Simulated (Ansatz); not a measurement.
**A computed series for Ge: response to strain**

Consider Ge in the diamond structure (space group Fd-3m, No. 227; a = 5.622 Å). Axes: x, y, z lie along the cube axes.

Strains are applied to the cell and any free atomic positions relax; under biaxial strain the out-of-plane vector relaxes too.

Level of theory: plane-wave PAW DFT at the LDA level (Ansatz, an electronic-structure program, 420 eV), spin-orbit coupling left out.

Notes on the quantities. pressure: mean of the normal stresses, compression positive; energy relative to the base: free energy F.

```tsv
case	pressure	energy relative to the base	shortest interatomic distance
base	0.0 GPa	0 meV/atom	2.434 Å
biaxial strain −2.50 %, plane normal [111], relaxed out of plane	3.2 GPa	+16 meV/atom	2.395 Å
biaxial strain −2.08 %, plane normal [111], relaxed out of plane	2.6 GPa	+11 meV/atom	2.401 Å
biaxial strain −1.67 %, plane normal [111], relaxed out of plane	2.1 GPa	+7.0 meV/atom	2.408 Å
biaxial strain −1.25 %, plane normal [111], relaxed out of plane	1.5 GPa	+3.9 meV/atom	2.414 Å
biaxial strain −0.42 %, plane normal [111], relaxed out of plane	0.5 GPa	+0.4 meV/atom	2.428 Å
biaxial strain +0.42 %, plane normal [111], relaxed out of plane	-0.5 GPa	+0.4 meV/atom	2.436 Å
biaxial strain +0.83 %, plane normal [111], relaxed out of plane	-0.9 GPa	+1.6 meV/atom	2.437 Å
biaxial strain +1.67 %, plane normal [111], relaxed out of plane	(withheld)	(withheld)	(withheld)
biaxial strain +2.08 %, plane normal [111], relaxed out of plane	-2.1 GPa	+9.6 meV/atom	2.440 Å
```

Problem. Complete the table.

Solution. 
- biaxial strain +1.67 %, plane normal [111], relaxed out of plane, pressure: -1.7 GPa
- biaxial strain +1.67 %, plane normal [111], relaxed out of plane, energy relative to the base: +6.2 meV/atom
- biaxial strain +1.67 %, plane normal [111], relaxed out of plane, shortest interatomic distance: 2.439 Å

Whether these cells are dynamically stable was not tested.
